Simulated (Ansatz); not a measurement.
Ge2Sb2Te5, pressure series

Start from Ge$_{2}$Sb$_{2}$Te$_{5}$ (space group P-3m1, No. 164).

```
CELL_PARAMETERS angstrom
      4.29363     0.00000     0.00000
     -2.14681     3.71839     0.00000
      0.00000     0.00000    17.63591
ATOMIC_POSITIONS crystal
  Te 0.00000 0.00000 0.00000
  Ge 0.66667 0.33333 0.09824
  Ge 0.33333 0.66667 0.90176
  Te 0.33333 0.66667 0.19409
  Te 0.66667 0.33333 0.80591
  Sb 0.00000 0.00000 0.30944
  Sb 0.00000 0.00000 0.69056
  Te 0.66667 0.33333 0.40641
  Te 0.33333 0.66667 0.59359
```

Cell and atoms are relaxed at each pressure.

Computed with Kohn–Sham DFT with the PBE functional, run in Ansatz (an electronic-structure program) with PAW and 420 eV plane waves, without spin-orbit coupling, earlier PAW set.

Question: Only one of these has no band gap. Which?
(A) pressure 0.9 GPa
(B) pressure 2.1 GPa
(C) pressure 9 GPa

Answer: C, pressure 9 GPa. Computed: pressure 9 GPa: zero; pressure 0.9 GPa: 0.30 eV; pressure 2.1 GPa: 0.15 eV

A case with no gap was solved on a k-mesh chosen for an insulator, which is coarse for it. Spin-orbit coupling, missing from the scalar runs, can matter with Sb and Te. Load acts through the strain it causes; cell and atoms are relaxed under it. Whether these cells are dynamically stable was not tested. Competing high-pressure phases were not computed. All final runs are without spin polarisation. The zero or small gap of Ge2Sb2Te5 under pressure 9 GPa, Ge2Sb2Te5 under pressure 0.9 GPa and Ge2Sb2Te5 under pressure 2.1 GPa can change with the level of theory.
